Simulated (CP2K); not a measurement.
# How far to go with shifted k-point meshes: Se (C2, 3 atoms in the cell)

```yaml
crystal:
  lattice:
    - [4.38311, 0.00000, 0.00000]
    - [-2.19156, 3.79589, 0.00000]
    - [0.00000, 0.00000, 4.96485]
  atoms:
    - { symbol: Se, position: [0.00000, 0.22500, 0.66667] }
    - { symbol: Se, position: [0.78641, 0.78641, 0.00000] }
    - { symbol: Se, position: [0.22500, 0.00000, 0.33333] }
```

Method of the run: LDA (Pade form), GPW, DZVP-MOLOPT-SR-GTH basis, GTH-PADE potentials (GTH_POTENTIALS) (CP2K).

Base settings: CUTOFF = 400 Ry; REL_CUTOFF = 60 Ry; SMEAR/METHOD = FERMI_DIRAC; ELECTRONIC_TEMPERATURE = 116.05 K; KPOINTS/SCHEME = MACDONALD 4 4 2 0.125 0.125 0.25; XC_FUNCTIONAL = PADE; Se/BASIS_SET = DZVP-MOLOPT-SR-GTH-q6; Se/POTENTIAL = GTH-PADE-q6; METHOD = GPW; EPS_DEFAULT = 1e-10.

Only quantities that move along the ladder and can be compared are tabulated.

The starting cell has typed, rounded lattice constants, without a prior relaxation at this level. Its lattice was rescaled by up to half a per cent. One atom was moved a little off its site on purpose. Values carry the incompleteness of an atom-centred basis.

```tsv
KPOINTS/SCHEME	free energy less the last step's (meV/atom)	pressure (GPa)	largest difference of a force vector from the last step's (eV/Å)
MACDONALD 2 2 1 0 0 0.5	425.62	3.36	1.877
MONKHORST-PACK 2 2 2	-12.58	0.09	0.390
MACDONALD 3 3 2 0.1666666667 0.1666666667 0	-25.87	-0.16	0.231
MACDONALD 3 3 3 0.1666666667 0.1666666667 0.1666666667	-0.07	0.05	0.041
MACDONALD 4 4 3 0 0 0.1666666667	1.88	0.06	0.033
MACDONALD 5 5 4 0.1 0.1 0	-0.46	0.07	0.005
MONKHORST-PACK 6 6 4	-0.51	0.07	0.002
MACDONALD 6 6 5 0 0 0.1	0.09	0.08	0.002
MACDONALD 7 7 5 0.07142857143 0.07142857143 0.1	0.16	0.08	0.001
MONKHORST-PACK 8 8 6	-0.05	0.08	0.001
MACDONALD 8 8 7 0 0 0.07142857143	0.00	0.08	0.000
MACDONALD 9 9 7 0.05555555556 0.05555555556 0.07142857143	0.01	0.08	0.000
MONKHORST-PACK 10 10 8	0.00	0.08	0.000
MACDONALD 11 11 9 0.04545454545 0.04545454545 0.05555555556	0.00	0.08	0.000
MACDONALD 13 13 10 0.03846153846 0.03846153846 0	0.00	0.08	0.000
MACDONALD 14 14 11 0 0 0.04545454545	0.00	0.08	0.000
MACDONALD 15 15 12 0.03333333333 0.03333333333 0	0.00	0.08	0.000
MACDONALD 17 17 13 0.02941176471 0.02941176471 0.03846153846	0.00	0.08	0.000
MACDONALD 19 19 14 0.02631578947 0.02631578947 0	0.00	0.08	0.000
```

Coarsest KPOINTS/SCHEME that holds the free energy within 5 meV/atom of the last step, with all finer ones: MACDONALD 3 3 3 0.1666666667 0.1666666667 0.1666666667; the step before is off by 26 meV/atom.

Coarsest KPOINTS/SCHEME that holds the forces within 0.02 eV/Å of the last step, with all finer ones: MACDONALD 5 5 4 0.1 0.1 0; the step before is off by 0.033 eV/Å.

Coarsest KPOINTS/SCHEME that holds the pressure within 1 GPa of the last step, with all finer ones: MONKHORST-PACK 2 2 2; the step before is off by 3.3 GPa.
